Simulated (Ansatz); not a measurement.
The structure below was relaxed with Kohn–Sham DFT with the r2SCAN+rVV10 functional, run in Ansatz (a program for electronic structure) with PAW and 500 eV plane waves, spin-orbit coupling left out.

```
Bi2Sb3
1.0
    2.21661     1.27976     9.11023
   -2.21661     1.27976     9.11023
    0.00000    -2.55952     9.11023
Bi Sb
2 3
Direct
  0.40046   0.40046   0.40046
  0.59954   0.59954   0.59954
  0.00000   0.00000   0.00000
  0.19788   0.19788   0.19788
  0.80212   0.80212   0.80212
```

### Question
Find the space group and the Wyckoff positions.

### Answer
Space group R-3m, hexagonal axes (No. 166); a = b = 4.433 Å, c = 27.331 Å, α = β = 90.00°, γ = 120.00°

| atom | site | symmetry | x | y | z |
|---|---|---|---|---|---|
| Bi | 6c | 3m | 0.0000 | 0.0000 | 0.4005 |
| Sb | 3a | -3m | 0.0000 | 0.0000 | 0.0000 |
| Sb | 6c | 3m | 0.0000 | 0.0000 | 0.1979 |

Whether these cells are dynamically stable was not tested. The final runs are not spin-polarised. An odd electron count without spin: Bi2Sb3. The cell was made from Bi2Te3 by this change: Te → Sb; the result is a hypothetical phase, not in the database extracts checked.
